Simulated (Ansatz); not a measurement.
## Pressure series in NbN

Start from NbN in the rock salt structure (space group Fm-3m, No. 225; a = 4.421 Å).

Cell and atoms are relaxed at each pressure.

Level of theory: PBE, PAW, 420 eV (Ansatz, a first-principles code; no spin-orbit coupling), earlier PAW set.

Notes on the quantities. enthalpy: H = E + PV relative to the base's energy.

```
variant           lattice parameter a       enthalpy
----------------  -------------------  -------------
base                         442.1 pm              –
pressure −2 GPa              443.1 pm  -0.14 eV/atom
pressure −1 GPa              442.6 pm  -0.07 eV/atom
pressure 1.8 GPa             441.3 pm  +0.12 eV/atom
pressure 4.2 GPa                    ?  +0.28 eV/atom
pressure 9 GPa               438.1 pm  +0.60 eV/atom
pressure 18 GPa              434.5 pm  +1.18 eV/atom
pressure 30 GPa              430.2 pm  +1.94 eV/atom
pressure 45 GPa                     ?  +2.85 eV/atom
pressure 60 GPa              421.6 pm  +3.74 eV/atom
```

What belongs in the blanks?


- pressure 4.2 GPa, lattice parameter a: 440.2 pm
- pressure 45 GPa, lattice parameter a: 425.6 pm

Load acts through the strain it causes; cell and atoms are relaxed under it. Stability against distortions was not tested. No other phases were tried under pressure. The final runs are not spin-polarised.
